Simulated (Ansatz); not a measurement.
The structure below was relaxed with r2SCAN (Ansatz, a program for electronic structure), no spin-orbit coupling.

```
CELL_PARAMETERS angstrom
      4.67452     0.00000     0.00000
      0.00000     6.96170     0.00000
      0.00000     0.00000     4.96116
ATOMIC_POSITIONS crystal
  Hf 0.00000 0.00000 0.18010
  Hf 0.00000 0.75260 0.71491
  W  0.00000 0.50000 0.21139
  Hf 0.00000 0.24740 0.71491
  Hf 0.50000 0.74740 0.28509
  Hf 0.50000 0.50000 0.81990
  Hf 0.50000 0.25260 0.28509
  W  0.50000 0.00000 0.78861
```

Question: Find the space group and the Wyckoff positions.

Answer: Space group Pmmn, origin choice 1 (No. 59); a = 4.6745 Å, b = 6.9617 Å, c = 4.9612 Å, α = β = γ = 90.00°

```json
[
 {"atom": "Hf", "site": "2a", "symmetry": "mm2", "x": "0.0000", "y": "0.0000", "z": "0.1801"},
 {"atom": "Hf", "site": "4e", "symmetry": "m..", "x": "0.0000", "y": "0.2474", "z": "0.7149"},
 {"atom": "W", "site": "2b", "symmetry": "mm2", "x": "0.0000", "y": "0.5000", "z": "0.2114"}
]
```

Question: Describe the coordination.

Answer: The crystal has 8 atoms in its conventional cell. Conventional cell: a = 4.6745 Å, b = 6.9617 Å, c = 4.9612 Å, α = β = γ = 90.00°. Hf1 sees 6 Hf at 2.880–2.971 Å and 2 Hf at 3.163 Å and 2 W at 3.039 Å and 2 W at 3.484 Å and 2 W at 3.818 Å. Hf2 is surrounded by 3 Hf at 2.880–2.971 Å and 3 Hf at 3.163 Å and 4 Hf at 3.445–3.670 Å and 4 W at 2.926–3.055 Å. W is surrounded by 10 Hf at 2.926–3.055 Å and 2 Hf at 3.484 Å and 2 Hf at 3.818 Å. (Neighbours: up to the widest gap in distance over summed covalent radii, below 1.35, at either atom.)

These are small ordered cells, not random alloys; other orderings at the same x differ. Whether these cells are dynamically stable was not tested. All final runs are without spin polarisation. The cell was made from Hf by this change: x(W) = 0.25, 8 atoms, Pmmn. Under x(W) = 0.25, 8 atoms, Pmmn the cell changed shape so far that it is another structure.
